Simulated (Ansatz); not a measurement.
# What tensor shear ε_xy = +1.43 % does to GaSb

Start from GaSb in the zinc blende structure (space group F-43m, No. 216; a = 6.0488 Å). Axes: x, y, z lie along the cube axes.

Now apply this change: tensor shear ε_xy = +1.43 % (engineering shear γ = 0.0286), atoms relaxed at fixed cell.

Calculations: Ansatz (an electronic-structure program), LDA, PAW, cutoff 420 eV, no SOC. Settings: 13×13×13 k-points, 0.05 eV Fermi–Dirac smearing.

```csv
quantity,base,changed,shift
volume per atom,27.66 Å³,27.66 Å³,-0.006 Å³
space group,F-43m (No. 216),Imm2 (No. 44),–
shortest interatomic distance,2.619 Å,2.609 Å,-0.010 Å
energy relative to the base (free energy F),0 meV/atom,+3.0 meV/atom,+3.0 meV/atom
band gap (uncertain: the Fermi level lies in a band; the base alone),0.07 eV,zero,–
largest internal atomic displacement,–,0.013 Å,–
"stress (xx, yy, zz, yz, xz, xy; compression positive) (rough)",–,"(0.0, 0.0, 0.0, 0.0, 0.0, -1.2) GPa",–
```

Without a gap, meshes like the base's 13×13×13 leave anisotropic stresses uncertain by several tenths of a GPa, and small strain energies with them. With Sb present, leaving out spin-orbit coupling can change the band edges. The cells carry an imposed strain or load. No phonon test of stability was made. All final runs are without spin polarisation. Gaps under 0.05 eV, about the width of the smearing, are given as zero. A zero or small gap of GaSb can be the functional's error rather than a property of the material.
